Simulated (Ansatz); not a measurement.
The reference is Hf in the hcp (Mg type) structure (space group P6_3/mmc, No. 194; a = 3.117 Å, c = 4.950 Å; relaxed with 0.1 eV smearing). Axes: x lies along a and z along c of the hexagonal cell.

The values are results of plane-wave PAW DFT at the LDA level (Ansatz, a first-principles code, 420 eV), no spin-orbit coupling, not measurements.

Before the change:

```
Quantity    Value
--------  -------
Pressure  0.0 GPa
```

It is then changed as follows: the cell is compressed by 2.00 % along z with no lateral relaxation, atoms relaxed at fixed cell.

Problem. How does this affect the pressure and energy relative to the base?

Solution. The pressure (mean of the normal stresses, compression positive) goes from zero to 2.7 GPa; the energy grows by 5.8 meV/atom.

The cells carry an imposed strain or load. Whether these cells are dynamically stable was not tested. All final runs are without spin polarisation.
